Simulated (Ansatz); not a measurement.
The reference is Sn in the diamond structure (space group Fd-3m, No. 227; a = 6.569 Å). Axes: x, y, z lie along the cube axes.

Method: r2SCAN (Ansatz, a quantum-chemistry and plane-wave program; PAW; 500 eV plane waves; without spin-orbit coupling), earlier PAW set.

Base values:

* **Band gap**: zero
* **Shortest interatomic distance**: 5.375 bohr

The change: compressive biaxial strain of 0.73 % in the plane normal to [001], as in epitaxy on a mismatched substrate; the out-of-plane cell vector and the atoms relax.

Task: Estimate the effect on the band gap, energy relative to the base and shortest interatomic distance.

Result: The band gap stays zero; the energy increases by 0.8 meV/atom; the shortest interatomic distance shrinks by 0.014 bohr (5.375 bohr → 5.361 bohr).

No phonon test of stability was made.
